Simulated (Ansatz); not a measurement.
## Sn, element substitutions

Consider Sn (space group I4_1/amd, No. 141).

```yaml
crystal:
  lattice:
    - [-2.91656, 2.91656, 1.57902]
    - [2.91656, -2.91656, 1.57902]
    - [2.91656, 2.91656, -1.57902]
  atoms:
    - { symbol: Sn, position: [0.75000, 0.25000, 0.50000] }
    - { symbol: Sn, position: [0.00000, 0.00000, 0.00000] }
```

Each row replaces one element on all its sites; cell and atoms are relaxed.

Levels (all Ansatz, a first-principles code, PAW, earlier PAW set): PBEsol (420 eV, no spin-orbit coupling); r2SCAN (500 eV, no spin-orbit coupling); PBEsol+SOC (420 eV, noncollinear with spin-orbit coupling).

Pressures by level, all at the geometries relaxed with PBEsol:

```json
[
 {"case": "base", "PBEsol": "0.0 GPa", "r2SCAN": "1.5 GPa", "PBEsol+SOC": "0.0 GPa"},
 {"case": "Sn → Zn", "PBEsol": "0.0 GPa", "r2SCAN": "1.1 GPa", "PBEsol+SOC": "0.0 GPa"},
 {"case": "Sn → In", "PBEsol": "0.0 GPa", "r2SCAN": "1.3 GPa", "PBEsol+SOC": "-0.1 GPa"},
 {"case": "Sn → Ge", "PBEsol": "0.0 GPa", "r2SCAN": "1.3 GPa", "PBEsol+SOC": "0.0 GPa"}
]
```

Single points use the geometry relaxed with PBEsol. Their cutoffs differ, which shifts pressures a little. The spin-orbit shifts are approximate. Whether these cells are dynamically stable was not tested. As relaxed here, Zn and In are hypothetical phases, not in the database extracts checked. For Ge in this form, whether it has been made was not checked. This is not the structure that Ge has at room temperature and ambient pressure.
